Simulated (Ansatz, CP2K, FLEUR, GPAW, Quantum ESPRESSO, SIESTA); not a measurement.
## SiMo3 (Pm-3n, 8 atoms in the cell) computed with different codes at matched settings

Self-consistent single point, at a second geometry (lattice scaled by 0.98). First geometry:

```
CELL_PARAMETERS angstrom
      4.81440     0.00000     0.00000
      0.00000     4.81440     0.00000
      0.00000     0.00000     4.81440
ATOMIC_POSITIONS crystal
  Si 0.50000 0.50000 0.50000
  Si 0.00000 0.00000 0.00000
  Mo 0.00000 0.50000 0.25000
  Mo 0.00000 0.50000 0.75000
  Mo 0.25000 0.00000 0.50000
  Mo 0.75000 0.00000 0.50000
  Mo 0.50000 0.25000 0.00000
  Mo 0.50000 0.75000 0.00000
```

Shared settings, as Ansatz (a first-principles code) writes them: kpoints.mp_grid.grid = 5 5 5; scf.occupations.method = fermi_dirac; scf.occupations.width = 0.1 eV. Potentials and cutoffs stand in the table.

```tsv
code	model	ΔF from the first geometry (meV/atom)	pressure (GPa)	cutoff
GPAW	PBE, GPAW PAW datasets PBE (gpaw-data 1.0.1)	129.4	36.35	550 eV
CP2K	PBE, GPW, DZVP-MOLOPT-PBE-GTH basis, GTH-PBE potentials (POTENTIAL_UZH)	145.5	40.02	grid 500 Ry
Quantum ESPRESSO	PBE, PseudoDojo stringent norm-conserving (PBE) pseudopotentials	132.4	37.13	80 Ry
FLEUR	PBE, all-electron FLAPW (FLEUR), scalar-relativistic valence	135.6	–	Kmax 3.8 1/bohr
SIESTA	GGA PBE, numerical atomic orbitals DZP, PseudoDojo PBE standard norm-conserving potentials (rewritten from UPF to PSML)	148.5	40.86	grid 350 Ry
Ansatz	PBE, default PAW files	130.8	36.77	420 eV
```

A dash marks a value that a program does not give, or that is left out as unsure.

On Ansatz's run: spin polarisation is off.

The spread over the programs that give each value: ΔF from the first geometry within 19.1 meV/atom; pressure within 4.51 GPa.

CP2K and SIESTA use small atom-centred bases, whose incompleteness enters pressures, forces and empty levels differently from a plane-wave cutoff. FLEUR treats all electrons, but the usual bases taken here (sphere radii, linearisation, local orbitals, empty states) were not tested for convergence, so the values are no reference for the others. Ansatz's pressure is given at a fixed set of plane waves, as the other plane-wave codes print theirs; with its correction for the finite basis it is 36.83 GPa. In the pressure, CP2K (by 3.24) and SIESTA (by 4.08) lie more than 1 GPa from the median of the plane-wave programs.

The starting cell comes from a database of computed structures (which also holds hypothetical and non-ambient phases and stackings), without a prior relaxation at this level. Its lattice was rescaled by a random factor within 2.5 % of one. For this run, on top of that: lattice scaled by 0.98.

Left out of this page: ABINIT (with a known weakness of the program).

Keys are those of Ansatz 0.2.
